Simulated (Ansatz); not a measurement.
Functionals compared on the (110) surface of fcc Al in its 1x1 cell, outermost plane spacing 1.43 Å in the ideal cut, in Ansatz (plane waves, PAW). The structure was relaxed with PBE; the other rows are single points on it, each with its references at the same level. Cutoff 420 eV (500 eV for r2SCAN).

Model: 8-atom slab, 10.0 Å thick at the start (thin: gaps and levels are the slab's own), 13x9x1 mesh, Fermi-Dirac 0.1 eV, dipole correction, all atoms relaxed; start symmetry kept, larger cells not searched; no spin, no spin-orbit, no U. These notes are the PBE run's.

| functional | surface energy (J/m²) | work function of the top face (eV) | rough cost of the single point |
|---|---|---|---|
| PBE | 0.98 | 4.14 | – |
| LDA | 1.16 | 4.30 | around 16 core-seconds (rough) |
| PBEsol | 1.14 | 4.18 | around 15 core-seconds (rough) |
| RPBE | 0.89 | 4.07 | about 16 core-seconds (a rough figure) |
| r2SCAN | 1.10 | 4.19 | around 30 core-seconds (rough) |

Ansatz is a quantum-chemistry and plane-wave program.
